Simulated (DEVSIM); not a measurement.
Structure: GaP p-i-n diode, at 250 K.

```
layer (left to right)  material  thickness (μm)  Nd (cm⁻³)  Na (cm⁻³)  τn (s)  τp (s)
---------------------  --------  --------------  ---------  ---------  ------  ------
1                           GaP            1.40          -     1.2e17    2e-7    2e-7
2                           GaP            30.0     9.5e13          -    2e-7    2e-7
3                           GaP           0.850     2.9e17          -    2e-7    2e-7
```

Left contact: ohmic. Right contact: ohmic. Voltage is applied to the left contact. Recombination: SRH at mid-gap. Mobility is μmin + (μ − μmin)/(1 + (N/Nref)^α).

Constants are typed, rounded textbook-type inputs, not results; the design itself was drawn at random and stands for no fabricated device. Values at 300 K; Nc and Nv go as T^1.5, mobilities as T to minus their exponent, the gap by Varshni's rule with the affinity fixed. The table also holds parameters that only a changed run uses.

```csv
parameter,GaP
gap (eV),2.26
affinity (eV),3.8
permittivity,11.1
Nc (cm⁻³),1.8e19
Nv (cm⁻³),1.9e19
μn (cm²/Vs),250
μp (cm²/Vs),150
"μn,min",10
"μp,min",10
"Nref,n",4.4e18
"Nref,p",1e18
αn,0.8
αp,0.85
T exponent of μn,1.6
T exponent of μp,1.98
Cn (cm⁶/s),1e-30
Cp (cm⁶/s),1e-30
Varshni α (eV/K),0.00058
Varshni β (K),372
```

Simulated with DEVSIM: 1D drift-diffusion, Boltzmann statistics, complete ionisation; no tunnelling, impact ionisation, image-force lowering or self-heating.

Base results: dark forward voltage at 1 A/cm² (V) 1.914; dark forward voltage at 100 A/cm² (V) 2.170.

Q: What follows from this one change: doping Nd of layer 2 9.5e+13 → 2.8e+15 cm^-3?

A: dark forward voltage at 1 A/cm² 1.914 → 1.909 V; dark forward voltage at 100 A/cm² little changed (2.170 V).

Q: What follows from this one change: constant mobility in place of the doping-dependent one?

A: dark forward voltage at 1 A/cm² little changed (1.914 V); dark forward voltage at 100 A/cm² 2.170 → 2.178 V.
